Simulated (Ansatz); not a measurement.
Base system: YF₃ (space group Pnma, No. 62; a = 6.330 Å, b = 6.839 Å, c = 4.369 Å). Axes: x, y, z lie along a, b, c of the conventional cell.

The values are results of PBEsol/PAW in Ansatz (a program for electronic structure), scalar-relativistic without spin-orbit coupling, not measurements.

One thing is altered: biaxial strain +3.73 %, plane normal [001], relaxed out of plane (Cartesian); in-plane vectors clamped, the third vector and the atoms free.

Problem. What does the calculation give for the in-plane stress after the change?

Solution. The mean in-plane stress (compression positive) comes out as -6.9 GPa.

Problem. Estimate the effect on the out-of-plane strain.

Solution. The out-of-plane strain is -3.96 %.

Stability against distortions was not tested.
